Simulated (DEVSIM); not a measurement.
System: InP p-i-n diode, at 300 K.

```tsv
layer (left to right)	material	thickness (μm)	Nd (cm⁻³)	Na (cm⁻³)	τn (s)	τp (s)
1	InP	0.150	-	2.9e17	4.7e-9	4.7e-9
2	InP	1.90	1.7e12	-	4.7e-9	4.7e-9
3	InP	3.90	2e17	-	4.7e-9	4.7e-9
```

Left contact: ohmic. Right contact: ohmic. Voltage is applied to the left contact. Recombination: SRH at mid-gap, radiative, Auger. Mobility is μmin + (μ − μmin)/(1 + (N/Nref)^α).

The device is made up for the run: typed textbook-type constants, with dimensions and the other settings drawn at random. Values at 300 K.

```
parameter          InP
-------------  -------
gap (eV)         1.344
affinity (eV)     4.38
permittivity      12.5
Nc (cm⁻³)       5.7e17
Nv (cm⁻³)       1.1e19
μn (cm²/Vs)       5200
μp (cm²/Vs)        170
μn,min             400
μp,min              10
Nref,n            3e17
Nref,p          4.9e17
αn                0.47
αp                0.62
B (cm³/s)      1.2e-10
Cn (cm⁶/s)       9e-31
Cp (cm⁶/s)       9e-31
```

DEVSIM, 1D drift-diffusion, Boltzmann statistics, complete ionisation; no tunnelling, impact ionisation, image-force lowering or self-heating.

**Question.** Tabulate band edges, carrier densities and field at -20.0 V on the left contact.

**Answer.** Energies count from the Fermi level of the right contact; mesh points crowd at the junctions.

```tsv
x (μm)	Ec (eV)	Ev (eV)	n (cm⁻³)	p (cm⁻³)	field (V/cm)
0.000	21.250	19.906	< 1e2	2.9e17	≈ 0
0.02800	21.250	19.906	< 1e2	2.9e17	≈ 0
0.07800	21.250	19.906	< 1e2	2.9e17	-65
0.1253	21.232	19.888	< 1e2	1.4e17	-21000
0.1592	20.979	19.635	< 1e2	8.2e12	-110000
0.2066	20.460	19.116	< 1e2	29000	-110000
0.3127	19.297	17.953	< 1e2	13000	-110000
0.6958	15.098	13.754	120	9800	-110000
1.366	7.757	6.413	290	4900	-110000
1.767	3.358	2.014	380	1900	-110000
1.941	1.450	0.106	420	580	-110000
2.033	0.449	-0.895	1.6e10	< 1e2	-110000
2.058	0.180	-1.164	5.3e14	< 1e2	-86000
2.101	0.031	-1.313	1.7e17	< 1e2	-4300
2.268	0.027	-1.317	2.0e17	< 1e2	≈ 0
2.590	0.027	-1.317	2.0e17	< 1e2	≈ 0
3.341	0.027	-1.317	2.0e17	< 1e2	≈ 0
4.707	0.027	-1.317	2.0e17	< 1e2	≈ 0
5.564	0.027	-1.317	2.0e17	< 1e2	≈ 0
5.798	0.027	-1.317	2.0e17	< 1e2	≈ 0
5.902	0.027	-1.317	2.0e17	< 1e2	≈ 0
5.950	0.027	-1.317	2.0e17	< 1e2	≈ 0
```
